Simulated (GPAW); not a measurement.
**Input and output of a self-consistent single point for CaSiAu (P-6m2, 3 atoms in the cell) (GPAW)**

Method: PBEsol, GPAW PAW datasets PBEsol (made by gpaw-setup) (plane waves; GPAW 25.7.0).

Input:

```python
from ase import Atoms
from ase.units import GPa
from gpaw import GPAW, PW

atoms = Atoms(['Ca', 'Si', 'Au'],
              cell=[[4.327590, 0.000000, 0.000000],
                    [-2.163795, 3.747803, 0.000000],
                    [0.000000, 0.000000, 3.942500]],
              scaled_positions=[[0.000000, 0.000000, 0.000000],
                                [0.666667, 0.333333, 0.500000],
                                [0.333333, 0.666667, 0.500000]],
              pbc=True)

calc = GPAW(mode=PW(550),
            xc='PBEsol',
            kpts={'size': (6, 6, 6), 'gamma': True},
            occupations={'name': 'methfessel-paxton', 'width': 0.136, 'order': 0},
            nbands=-11,
            symmetry={'symmorphic': False, 'tolerance': 0.0005},
            maxiter=120)

atoms.calc = calc

energy = atoms.get_potential_energy()
print('Energy (eV):', round(energy, 6))
forces = atoms.get_forces()
print('Forces (eV/Ang):')
print(forces.round(5))
stress = atoms.get_stress()
print('Stress (GPa, Voigt):', (stress / GPa).round(4))
```

The program printed (abridged):

```
Input parameters:
  kpts: {gamma: True,
         size: (6, 6, 6)}
  maxiter: 120
  mode: {ecut: 550.0,
         name: pw}
  nbands: -11
  occupations: {name: methfessel-paxton,
                order: 0,
                width: 0.136}
  symmetry: {symmorphic: False,
             tolerance: 0.0005}
  xc: PBEsol

species:
  Ca:
    name: Calcium
    Z: 20.0
    valence: 10
    core: 10
    charge: 0.0
    file: Ca.PBEsol.gz

    # Using partial waves for Ca as LCAO basis

  Si:
    name: Silicon
    Z: 14.0
    valence: 4
    core: 10
    charge: 0.0
    file: Si.PBEsol.gz

    # Using partial waves for Si as LCAO basis

  Au:
    name: Gold
    Z: 79.0
    valence: 11
    core: 68
    charge: 0.0
    file: Au.PBEsol.gz

    # Using partial waves for Au as LCAO basis

Reference energy: -542814.905012  # eV

Spin-paired calculation

Convergence criteria:
 Maximum [total energy] change in last 3 cyles: 0.0005 eV / valence electron
 Maximum integral of absolute [dens]ity change: 0.0001 electrons / valence electron
 Maximum integral of absolute [eigenst]ate change: 4e-08 eV^2 / valence electron
 Maximum number of scf [iter]ations: 120

Symmetries present (total): 12
Symmetries with fractional translations: 0
216 k-points: 6 x 6 x 6 Monkhorst-Pack grid + [1/12,1/12,1/12]
28 k-points in the irreducible part of the Brillouin zone
       k-points in crystal coordinates                weights
   0:     0.00000000    0.00000000    0.00000000          1/216
   1:     0.00000000    0.00000000    0.16666667          2/216
   2:     0.00000000    0.00000000    0.33333333          2/216
   [... 7 lines left out ...]
          ...
  27:     0.50000000    0.50000000    0.50000000          3/216

Wave functions: Plane wave expansion
  Cutoff energy: 550.000 eV
  Number of coefficients (min, max): 1848, 1900
  Pulay-stress correction: 0.000000 eV/Ang^3 (de/decut=0.000000)

Occupation numbers: Methfessel-Paxton:
  width: 0.1360  # eV
  order: 0

Eigensolver

Densities:
  Coarse grid: 24*24*24 grid
  Fine grid: 48*48*48 grid
  Total Charge: 0.000000

Density mixing:
  Method: separate
  Backend: pulay
  Linear mixing parameter: 0.05
  old densities: 5
  Damping of long wavelength oscillations: 50

Hamiltonian:
  XC and Coulomb potentials evaluated on a 48*48*48 grid
  External potential:
    NoExternalPotential

XC parameters: PBEsol with 2 nearest neighbor stencil

Number of atoms: 3
Number of atomic orbitals: 18
Number of bands in calculation: 23
Number of valence electrons: 25
Bands to converge: occupied

Density initialized from atomic densities
  18 bands from LCAO basis set
  5 bands from random numbers

Atomic positions and initial magnetic moments

Positions:
   0 Ca     0.000000    0.000000    0.000000    ( 0.0000,  0.0000,  0.0000)
   1 Si     2.163797    1.249266    1.971250    ( 0.0000,  0.0000,  0.0000)
   2 Au    -0.000002    2.498537    1.971250    ( 0.0000,  0.0000,  0.0000)

Unit cell:
           periodic     x           y           z      points  spacing
  1. axis:    yes    4.327590    0.000000    0.000000    24     0.1562
  2. axis:    yes   -2.163795    3.747803    0.000000    24     0.1562
  3. axis:    yes    0.000000    0.000000    3.942500    24     0.1643

  Lengths:   4.327590   4.327590   3.942500
  Angles:   90.000000  90.000000 119.999999

Effective grid spacing dv^(1/3) = 0.1666

     iter     time        total  log10-change:
                         energy   eigst   dens
iter:   1 --:--:--   -15.347652
iter:   2 --:--:--   -15.043350   -0.79  -1.19
iter:   3 --:--:--   -13.979129   -1.33  -1.25
iter:   4 --:--:--   -13.936028   -2.01  -1.51
iter:   5 --:--:--   -13.960360   -2.45  -1.59
iter:   6 --:--:--   -13.885700   -2.45  -1.96
iter:   7 --:--:--   -13.888880   -2.93  -2.35
iter:   8 --:--:--   -13.882956c  -3.32  -2.36
iter:   9 --:--:--   -13.883009c  -4.15  -3.17
iter:  10 --:--:--   -13.882607c  -4.93  -2.94
iter:  11 --:--:--   -13.882578c  -5.62  -3.33
iter:  12 --:--:--   -13.882581c  -6.11  -3.41
iter:  13 --:--:--   -13.882549c  -5.93  -3.47
iter:  14 --:--:--   -13.882549c  -7.46c -4.18c

Converged after 14 iterations.

Dipole moment: (-0.203591, 0.117543, 0.000000) |e|*Ang

Energy contributions relative to reference atoms: (reference = -542814.905012)

Kinetic:        -11.761344
Potential:      +11.774176
External:        +0.000000
XC:             -13.509801
Entropy (-ST):   -0.008864
Local:           -0.381147
SIC:             +0.000000
--------------------------
Free energy:    -13.886981
Extrapolated:   -13.882549

Showing only first 2 kpts
 Kpt  Band  Eigenvalues  Occupancy
  0    10      7.04093    0.00796
  0    11      7.27228    0.00000
  0    12      7.27231    0.00000
  0    13      7.65656    0.00000

  1    10      5.75166    2.00000
  1    11      7.51962    0.00000
  1    12      7.51965    0.00000
  1    13      8.06604    0.00000

Fermi level: 6.78572

No gap
No difference between direct/indirect transitions
Energy (eV): -13.882549

Forces in eV/Ang:
  0 Ca    0.00000    0.00000    0.00000
  1 Si    0.00000    0.00000    0.00000
  2 Au    0.00000   -0.00000    0.00000

Stress tensor:
     0.011135    -0.000000     0.000000
     0.000000     0.011135     0.000000
     0.000000     0.000000     0.005371
Stress (GPa, Voigt): [ 1.784   1.784   0.8605  0.      0.     -0.    ]
```

The run converged in 14 iterations. GPAW prints stress with tension positive.

The starting cell comes from a database of computed structures (which also holds hypothetical and non-ambient phases and stackings), without a prior relaxation at this level. Spin-orbit coupling is off.

Cost on one core of a shared machine: roughly 30 s.
